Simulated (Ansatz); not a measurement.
**What uniaxial strain ε_yy = −3.03 % does to ZnCu2SnSe4**

The parent structure is ZnCu₂SnSe₄ (space group I-4, No. 82; a = 5.699 Å, c = 11.382 Å). Axes: x, y, z lie along a, b, c of the conventional cell.

Now apply this change: the cell is compressed by 3.03 % along y with no lateral relaxation, atoms relaxed at fixed cell.

Calculations: r2SCAN in Ansatz (plane waves to 500 eV, PAW, scalar-relativistic without spin-orbit coupling). Γ-centred 8×8×8 mesh, Fermi–Dirac width 0.05 eV.

The volume per atom falls by 0.70 Å³, from 23.11 Å³ to 22.41 Å³ and the space group becomes C2 (No. 5) (base: I-4 (No. 82)). The shortest interatomic distance falls by 0.0268 Å (2.411 Å → 2.385 Å) and the energy grows by 5.8 meV/atom. The pressure (mean of the normal stresses, compression positive) goes from zero to 2.10 GPa and the band gap rises by 0.05 eV, from 0.08 eV to 0.13 eV (uncertain: the Fermi level lies in a band; the base alone). The largest internal atomic displacement is 0.013 Å and the stress (xx, yy, zz, yz, xz, xy; compression positive) amounts to (1.79, 2.72, 1.79, 0.00, 0.00, -0.01) GPa.

No phonon test of stability was made. The final runs are not spin-polarised. A zero or small gap of ZnCu2SnSe4 can be the functional's error rather than a property of the material.

Ansatz is a program for electronic structure.
